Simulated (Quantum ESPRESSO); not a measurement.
A self-consistent single point of Hf2N2O (Cm, 15 atoms in the cell) with Quantum ESPRESSO.

Method of the run: PBEsol, GBRV 1.5 ultrasoft (PBESOL) pseudopotentials (plane waves; Quantum ESPRESSO).

```
Hf2N2O
1.0
    6.89598    -1.65460     0.00000
    6.89598     1.65460     0.00000
   -1.45351     0.00000     8.15970
Hf N O
6 6 3
Direct
  0.96959   0.96959   0.19980
  0.36155   0.36155   0.52601
  0.30464   0.30464   0.86658
  0.69444   0.69444   0.13154
  0.63579   0.63579   0.47998
  0.03534   0.03534   0.81322
  0.46416   0.46416   0.35133
  0.83020   0.83020   0.03516
  0.87842   0.87842   0.70924
  0.20458   0.20458   0.62097
  0.12547   0.12547   0.27298
  0.17297   0.17297   0.96346
  0.78546   0.78546   0.38063
  0.53464   0.53464   0.66149
  0.50275   0.50275   0.98762
```

Reference input (self-consistent single point, DFT, PBEsol, plane waves, GBRV 1.5 ultrasoft (PBESOL) pseudopotentials): ecutwfc = 40 Ry; ecutrho = 320 Ry; occupations = smearing; smearing = gauss; degauss = 0.00147 Ry; potentials = {Hf: hf_pbesol_v1.uspp.F.UPF, N: n_pbesol_v1.2.uspp.F.UPF, O: o_pbesol_v1.2.uspp.F.UPF}; K_POINTS = automatic 5 5 2 0 0 0; conv_thr = 1e-10 Ry; mixing_beta = 0.7. This run's input differs from it in these lines:

```diff
@@ -47,3 +47,3 @@
 K_POINTS automatic
-5 5 2  0 0 0
+6 6 3  0 0 0
```

Log, with long lists cut:

```
     Self-consistent Calculation

     iteration #  1     ecut=    40.00 Ry     beta= 0.70

     negative rho (up, down):  6.556E-01 0.000E+00

     total energy              =   -1166.56960698 Ry
     estimated scf accuracy    <      10.44166380 Ry

     iteration #  2     ecut=    40.00 Ry     beta= 0.70

     negative rho (up, down):  6.610E-01 0.000E+00

     total energy              =   -1166.20419365 Ry
     estimated scf accuracy    <      16.64758402 Ry

     iteration #  3     ecut=    40.00 Ry     beta= 0.70

     negative rho (up, down):  6.695E-01 0.000E+00

     total energy              =   -1170.01948831 Ry
     estimated scf accuracy    <       1.79538429 Ry

   [... 15 blocks of this kind left out ...]

     iteration # 19     ecut=    40.00 Ry     beta= 0.70

     negative rho (up, down):  6.862E-01 0.000E+00

     total energy              =   -1170.45019583 Ry
     estimated scf accuracy    <          2.6E-10 Ry

     iteration # 20     ecut=    40.00 Ry     beta= 0.70

     negative rho (up, down):  6.862E-01 0.000E+00
     End of self-consistent calculation

     the Fermi energy is    13.7107 ev

!    total energy              =   -1170.45019583 Ry
     estimated scf accuracy    <          5.1E-11 Ry
     smearing contrib. (-TS)   =      -0.00000000 Ry
     internal energy E=F+TS    =   -1170.45019583 Ry

     convergence has been achieved in  20 iterations

     negative rho (up, down):  6.862E-01 0.000E+00

     Forces acting on atoms (cartesian axes, Ry/au):

     atom    1 type  1   force =    -0.00034137    0.00000000    0.01192272
     atom    2 type  1   force =    -0.00536991    0.00000000   -0.00187219
     atom    3 type  1   force =    -0.01164591    0.00000000    0.01124596
     atom    4 type  1   force =     0.00507785    0.00000000   -0.00800357
     atom    5 type  1   force =     0.00724611    0.00000000    0.00458362
   [... lines left out ...]
     Total force =     0.034531     Total SCF correction =     0.000023
   [... lines left out ...]

     negative rho (up, down):  6.862E-01 0.000E+00
          total   stress  (Ry/bohr**3)                   (kbar)     P=     -137.93
  -0.00088236   0.00000000  -0.00001774         -129.80        0.00       -2.61
   0.00000000  -0.00097608   0.00000000            0.00     -143.59        0.00
  -0.00001774   0.00000000  -0.00095435           -2.61        0.00     -140.39

   JOB DONE.
```

The run converged in 20 iterations. Against the reference run the free energy stays essentially unchanged (within 1 meV/atom), the pressure moves little (-13.80 to -13.79 GPa), the largest force hardly changes (0.418 to 0.416 eV/Å) and the gap on the mesh goes from 1.850 to 1.790 eV.

The starting cell comes from a database of computed structures (which also holds hypothetical and non-ambient phases and stackings), without a prior relaxation at this level. Its lattice was rescaled by a random factor within 2.5 % of one. Spin-orbit coupling is off. With a pressure of about -14 GPa the cell is away from its equilibrium volume at this level.

Cost on one core of a shared machine: roughly 10 min.
